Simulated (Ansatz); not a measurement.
The starting structures come from a database of crystals and need not be the phases stable at ambient conditions.

The decay constant κ of evanescent states in the gap governs leakage through a thin film.

Data:

```
CELL_PARAMETERS angstrom
      6.28428     0.07719    -0.16642
     -0.20705     6.37112    -0.17428
      0.41410    -2.38914     5.15076
ATOMIC_POSITIONS crystal
  Zn 0.34933 0.94412 0.51421
  Zn 0.84933 0.05588 0.57009
  H  0.59789 0.05700 0.24371
  H  0.09789 0.94300 0.18672
  I  0.13971 0.40200 0.06944
  I  0.63971 0.59800 0.66744
  O  0.25205 0.10094 0.89195
  O  0.75205 0.89906 0.79102
  O  0.97485 0.35671 0.30975
  O  0.47485 0.64329 0.95304
  O  0.93608 0.37529 0.82871
  O  0.43608 0.62471 0.45342
  O  0.58208 0.11312 0.43402
  O  0.08208 0.88688 0.32091
```

Space group of this cell: Cc. The cell was relaxed by PBE-D3(BJ); by r2SCAN its mean pressure is -2.7 GPa.

Transport runs along the normal of the first two printed cell vectors.

No gap correction and no spin-orbit coupling; mid-gap values are interpolated between computed energies.

Task: State the band gap and the smallest decay constant κ at mid-gap according to r2SCAN (Ansatz, an electronic-structure program).

Result: Gap 3.82 eV on a 6×6×6 mesh; κ = 0.435 1/Å, at (0.000, 0.500) of the in-plane reciprocal vectors. At the zone centre, at the nearest computed energy, the slowest state has κ = 0.44 1/Å.
